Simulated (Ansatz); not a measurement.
Relaxation of cell and atoms of La5CuBi3 (P6_3/mcm, 18 atoms in the cell) at several settings

```
CELL_PARAMETERS angstrom
      9.82389     0.00000     0.00000
     -4.91195     8.50774     0.00000
      0.00000     0.00000     6.71671
ATOMIC_POSITIONS crystal
  La 0.33333 0.66667 0.50000
  La 0.66667 0.33333 0.50000
  La 0.66667 0.33333 0.00000
  La 0.33333 0.66667 0.00000
  La 0.74064 0.00000 0.25000
  La 0.25936 0.00000 0.75000
  La 0.74064 0.74064 0.75000
  La 0.25936 0.25936 0.25000
  La 0.00000 0.74064 0.25000
  La 0.00000 0.25936 0.75000
  Cu 0.00000 0.00000 0.50000
  Cu 0.00000 0.00000 0.00000
  Bi 0.38454 0.00000 0.25000
  Bi 0.61546 0.00000 0.75000
  Bi 0.38454 0.38454 0.75000
  Bi 0.61546 0.61546 0.25000
  Bi 0.00000 0.38454 0.25000
  Bi 0.00000 0.61546 0.75000
```

Base: PBEsol, default PAW files made with PBE in Ansatz (an electronic-structure program). Its settings: basis.ecutwfc = 420 eV; kpoints.mp_grid.grid = 4 4 5; hamiltonian.xc = pbesol; hamiltonian.pseudopotentials = {kind: paw} (the program's default PAW files); scf.occupations.method = fermi_dirac; scf.occupations.width = 0.136 eV. Starting volume 31.19 Å³ per atom.

Each line gives the change from the base single point and the result:

- hamiltonian.dispersion: default → d3bj; relax: default → cell and atoms [DFT, PBEsol-D3BJ, plane waves, default PAW files made with PBE]: pressure 0.01 GPa; largest force (vector length) 0.002 eV/Å; final cell a = 9.5583 Å, b = 9.5583 Å, c = 6.4924 Å, α = 90.00°, β = 90.00°, γ = 120.00°; final volume per atom 28.54 Å³; relaxation steps 6.
- relax: default → cell and atoms; relax.cell.p_target: default → 10 GPa: pressure 10.00 GPa; final cell a = b = 9.3423 Å, c = 6.2756 Å, α = β = 90.00°, γ = 120.00°; final volume per atom 26.35 Å³; relaxation steps 6; free energy against the base single point 94.7 meV/atom.

The starting cell comes from a database of computed structures (which also holds hypothetical and non-ambient phases and stackings), without a prior relaxation at this level. Spin polarisation is off. Ansatz's pressure includes its estimate of the finite-basis (Pulay) stress.

Left out of this page: 1 run of the series outside the window shown, repeating another row's setting, or not comparable.

Keys are those of Ansatz 0.2.
